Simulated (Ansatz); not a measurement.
The reference is CaO in the rock salt structure (space group Fm-3m, No. 225; a = 4.767 Å).

Method: DFT with PBEsol, PAW potentials and a 420 eV plane-wave cutoff in Ansatz (a program for electronic structure), no spin-orbit coupling.

Before the change:

- Smallest direct gap: 3.92 eV
- Band gap: 3.54 eV

Modification: a hydrostatic pressure of 5 GPa.

### Question
What happens to the smallest direct gap and band gap?

### Answer
The smallest direct gap falls by 0.04 eV (3.92 eV → 3.88 eV); the band gap decreases by 0.02 eV (3.54 eV → 3.52 eV).

Load acts through the strain it causes; cell and atoms are relaxed under it. Whether these cells are dynamically stable was not tested. Competing high-pressure phases were not computed. The base started in Cmce and relaxed to Fm-3m at this level.
